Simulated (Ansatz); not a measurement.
**A self-consistent single point of TlSbWO₆ (Ima2, 18 atoms in the cell) with Ansatz (a quantum-chemistry and plane-wave program)**

Level of theory: PBEsol, default PAW files made with PBE (plane waves; Ansatz).

The input file:

Ansatz 0.2 input:
```yaml
crystal:
  lattice:
    - [-3.60894100, 5.16495100, 3.66119800]
    - [3.60894100, -5.16495100, 3.66119800]
    - [3.60894100, 5.16495100, -3.66119800]
  atoms:
    - { symbol: Tl, position: [0.29129000, 0.69344000, 0.09785000] }
    - { symbol: Tl, position: [0.59559000, 0.19344000, 0.90215000] }
    - { symbol: Sb, position: [0.99905000, 0.99905000, 0.00000000] }
    - { symbol: Sb, position: [0.99905000, 0.49905000, 0.50000000] }
    - { symbol: W, position: [0.49850000, 0.49664000, 0.50186000] }
    - { symbol: W, position: [0.99478000, 0.99664000, 0.49814000] }
    - { symbol: O, position: [0.30763000, 0.24954000, 0.55809000] }
    - { symbol: O, position: [0.69145000, 0.74954000, 0.44191000] }
    - { symbol: O, position: [0.92756000, 0.25269000, 0.17487000] }
    - { symbol: O, position: [0.07782000, 0.75269000, 0.82513000] }
    - { symbol: O, position: [0.93653000, 0.24760000, 0.56723000] }
    - { symbol: O, position: [0.68037000, 0.36930000, 0.43277000] }
    - { symbol: O, position: [0.93653000, 0.86930000, 0.18893000] }
    - { symbol: O, position: [0.68037000, 0.74760000, 0.81107000] }
    - { symbol: O, position: [0.31978000, 0.25403000, 0.18807000] }
    - { symbol: O, position: [0.06596000, 0.13171000, 0.81193000] }
    - { symbol: O, position: [0.31978000, 0.63171000, 0.56575000] }
    - { symbol: O, position: [0.06596000, 0.75403000, 0.43425000] }
basis:
  ecutwfc: 420.0
kpoints:
  mp_grid: { grid: [3, 3, 3] }
hamiltonian:
  xc: pbesol
  pseudopotentials: { kind: paw }
scf:
  occupations: { method: gaussian, width: 0.05 }
output:
  forces: true
  eigenvalues: true
  stress: true
```

Output (repeated stretches shortened):

```
WARN ansatz: RAYON_NUM_THREADS=1 ignored (pool sized by the plan → 1); use --threads N
Pseudopotentials: kind: paw
Pseudopotential: Tl, paw, valence charge 13
Pseudopotential: Sb, paw, valence charge 15
Pseudopotential: W, paw, valence charge 14
Pseudopotential: O, paw, valence charge 6
Crystal: 18 atoms, lattice volume = 272.979 Å³
Basis set: ecut = 420 eV, 5289 PW (Γ), exchange–correlation on 100×100×100 points (8 copies of the dense FFT grid, shifted against one another)
Bands: 96, of which v1, the nominal top of the filled ones, is band 78 counted from 1 (77 counted from 0)
Symmetry: 4 space group operations
Space group: Ima2 (ITA 46), of the structure as read, at distance tolerance 6.5e-5 Å
k-points: 8 of 27 (time reversal used)
PAW frozen core: Tl, regenerated for the run's functional, and the local potential with it
PAW frozen core: Sb, regenerated for the run's functional, and the local potential with it
PAW frozen core: W, regenerated for the run's functional, and the local potential with it
PAW frozen core: O, regenerated for the run's functional, and the local potential with it
Initial density: superposition of atomic densities (neutral atoms: chi_scale 0, normalization atom), corrected by the library's trained network
Initial wavefunctions: pseudopotential atomic-orbital guess
Eigensolver: davidson
Functional: x = pbesol(κ = 0.804, μ = 0.12345679012345678), c = pbesol(β = 0.046)
SCF iter   1: F=—  HF=-62650.706591 eV  |F-HF|=—  |Δ(HF+E_count)|=         —  Δρ=1.62e-2  dr2=6.27e-1  ethr=1.77e-3  ⟨swp⟩=5.2  Hψ=2976  notcnv=0  defer=18
all-band conjugate gradients solve this SCF's bands
preconditioner: auto → Resta (q_TF=auto, 2.485 Å⁻¹)
SCF iter   2: F=—  HF=-62650.571971 eV  |F-HF|=—  |Δ(HF+E_count)|=   1.35e-1  Δρ=4.52e-3  dr2=6.27e-2  ethr=4.02e-4  ⟨swp⟩=2.0  Hψ=1239  notcnv=0  defer=96
SCF iter   3: F=—  HF=-62650.561241 eV  |F-HF|=—  |Δ(HF+E_count)|=   1.07e-2  Δρ=1.52e-3  dr2=6.18e-3  ethr=4.02e-5  ⟨swp⟩=2.0  Hψ=1053  notcnv=0  defer=96
SCF iter   4: F=—  HF=-62650.560815 eV  |F-HF|=—  |Δ(HF+E_count)|=   4.26e-4  Δρ=6.42e-4  dr2=1.02e-3  ethr=3.96e-6  ⟨swp⟩=2.0  Hψ=1199  notcnv=0  defer=96
SCF iter   5: F=—  HF=-62650.560813 eV  |F-HF|=—  |Δ(HF+E_count)|=   2.29e-6  Δρ=2.72e-4  dr2=2.32e-4  ethr=6.55e-7  ⟨swp⟩=2.0  Hψ=1140  notcnv=0  defer=96
SCF iter   6: F=—  HF=-62650.560835 eV  |F-HF|=—  |Δ(HF+E_count)|=   2.22e-5  Δρ=6.52e-5  dr2=1.65e-5  ethr=1.49e-7  ⟨swp⟩=2.0  Hψ=996  notcnv=0  defer=96
SCF iter   7: F=—  HF=-62650.560600 eV  |F-HF|=—  |Δ(HF+E_count)|=   2.35e-4  Δρ=2.50e-5  dr2=2.25e-6  ethr=1.06e-8  ⟨swp⟩=2.0  Hψ=1068  notcnv=0  defer=96
SCF iter   8: F=—  HF=-62650.560601 eV  |F-HF|=—  |Δ(HF+E_count)|=   1.60e-6  Δρ=2.19e-5  dr2=1.24e-6  ethr=1.44e-9  ⟨swp⟩=2.0  Hψ=1152  notcnv=0  defer=96
SCF iter   9: F=—  HF=-62650.560601 eV  |F-HF|=—  |Δ(HF+E_count)|=   8.53e-8  Δρ=6.12e-6  dr2=1.26e-7  ethr=7.98e-10  ⟨swp⟩=2.0  Hψ=1130  notcnv=0  defer=96
SCF iter  10: F=-62650.560602 eV  HF=-62650.560602 eV  |F-HF|=2.56e-8  |Δ(HF+E_count)|=   1.45e-7  Δρ=2.10e-6  dr2=2.11e-8  ethr=6.41e-11  ⟨swp⟩=10.8  Hψ=3321  notcnv=0
SCF 1 converged in 10 iterations: F = -62650.560602 eV  dr2 = 2.11e-8
SCF converged after 10 iterations
Free energy (F): -62650.560602 eV
Harris-Foulkes:  -62650.560602 eV  (|F-HF|=2.56e-8)
Internal energy: -62650.560602 eV  (E = F + TS)
E sigma→0 (E₀):  -62650.560602 eV
Fermi energy:    7.746231 eV
--- Per-component energies (eV) ---
  E_band       = -1120.163690
  E_kinetic    = 4069.414281
  E_local      = -14346.881661  (includes V_loc(G=0)·N_el)
  E_nonlocal   = 1967.528085
  E_hartree    = 5748.111777
  E_xc         = -2129.077984
  E_vxc        = -2065.563725  (∫ρ·V_xc dr)
  E_paw        = -47747.641486  (= ΣΔE_a)
  E_vpaw       = -2240.909807  (= ΣTr[D̂ρ^β])
  E_aug_tail   = 0.029148  (compensation charges beyond the density's cutoff)
  E_ewald      = -10213.650045
  E_core_change = 1.607283  (= ΣΔE_core)
  E_smearing   = -0.000000  (= −TS)
  E_closure    = -0.000000  (closes the sum)
  Σ components = -62650.560602   (vs F -62650.560602, Δ=0.00e0)
--- Forces (eV/Å), atoms counted from 1 ---
  atom   1  Tl     0.00000000    -0.04597540    -0.11563562
  atom   2  Tl     0.00000000     0.04597540    -0.11563562
  atom   3  Sb     0.00000000     0.00000000     0.07648676
  atom   4  Sb     0.00000000     0.00000000     0.07648676
  atom   5  W      0.00000000     0.09103259    -0.28205307
  atom   6  W      0.00000000    -0.09103259    -0.28205307
  atom   7  O      0.00000000    -0.29102998     0.14144822
  atom   8  O      0.00000000     0.29102998     0.14144822
  atom   9  O      0.00000000    -0.17134356     0.04046786
  atom  10  O      0.00000000     0.17134356     0.04046786
  atom  11  O     -0.23510029     0.24699937    -0.09445817
  atom  12  O      0.23510029    -0.24699937    -0.09445817
  atom  13  O      0.23510029     0.24699937    -0.09445817
  atom  14  O     -0.23510029    -0.24699937    -0.09445817
  atom  15  O      0.21498844     0.24034964     0.16409673
  atom  16  O     -0.21498844    -0.24034964     0.16409673
  atom  17  O     -0.21498844     0.24034964     0.16409673
  atom  18  O      0.21498844    -0.24034964     0.16409673
  max |Σ_I F_I| component: 1.75e-5 eV/Å
--- Stress (GPa, compression-positive) ---
       -0.712819       0.000000       0.000000
        0.000000      -0.666214       0.000000
        0.000000       0.000000      -1.085206
  P = ⅓ Tr σ = -0.8214 GPa (-8.214 kbar)
  The stress holds the Pulay correction. Without it, at fixed plane waves, as pw.x and ABINIT print it: P = -1.3973 GPa
--- Band table (eV; the first three rows and the last of 8) ---
  k-point 0: bands = ["-67.8905", "-67.8893", "-32.2035", "-32.1754", "-32.1701", "-32.1372", "-32.1269", "-32.0861", "-21.8688", "-21.8267", "-21.8228", "-21.7354", "-21.5769", "-21.5730", "-21.5661", "-21.5518", "-21.5455", "-21.5370", "-12.3456", [...]
  k-point 1: bands = ["-67.8905", "-67.8893", "-32.2035", "-32.1755", "-32.1701", "-32.1372", "-32.1270", "-32.0862", "-21.8351", "-21.8251", "-21.8224", "-21.7683", "-21.5753", "-21.5736", "-21.5621", "-21.5518", "-21.5481", "-21.5407", "-12.1254", [...]
  k-point 2: bands = ["-67.8902", "-67.8896", "-32.1807", "-32.1741", "-32.1714", "-32.1455", "-32.1233", "-32.1050", "-21.8351", "-21.8247", "-21.8227", "-21.7683", "-21.5753", "-21.5736", "-21.5621", "-21.5518", "-21.5481", "-21.5407", "-12.0877", [...]
  k-point 7: bands = ["-67.8905", "-67.8893", "-32.2035", "-32.1755", "-32.1701", "-32.1373", "-32.1271", "-32.0862", "-21.8347", "-21.8233", "-21.8223", "-21.7680", "-21.5752", "-21.5736", "-21.5620", "-21.5518", "-21.5481", "-21.5407", "-11.8545", [...]
```

The run converged in 10 iterations.

The starting cell comes from a database of computed structures (which also holds hypothetical and non-ambient phases and stackings), without a prior relaxation at this level. Its lattice was rescaled by a random factor within 2.5 % of one. Spin-orbit coupling is off. Ansatz's pressure includes its estimate of the finite-basis (Pulay) stress. Without the estimate this run gives -1.40 GPa.
